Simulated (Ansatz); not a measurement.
# A constructed model of the (100) surface of fcc Cu, a layer of Al in place of the third plane (bottom of the slab: a bare face, its two planes held)

All values below come from PBE (plane waves to 420 eV, PAW; Ansatz, an electronic-structure program).

Set-up: 6 atoms, 8.9 Å thick at the start (thin: gaps and levels are the slab's own); mesh 15x15x1; 0.1 eV smearing; dipole correction on; 2 atoms held, the rest relaxed; held to the start's symmetry, so lower structures may exist; no spin, no spin-orbit, no U. In PBE it lies 0.07 eV a 1x1 cell over the lowest computed structure of the same composition (a layer of Al in place of the second plane).

```yaml
work_function_of_the_top_face: 4.49 eV
energy_released_by_relaxation: 0.066 eV
cost: very roughly 2.4 core-minutes
```
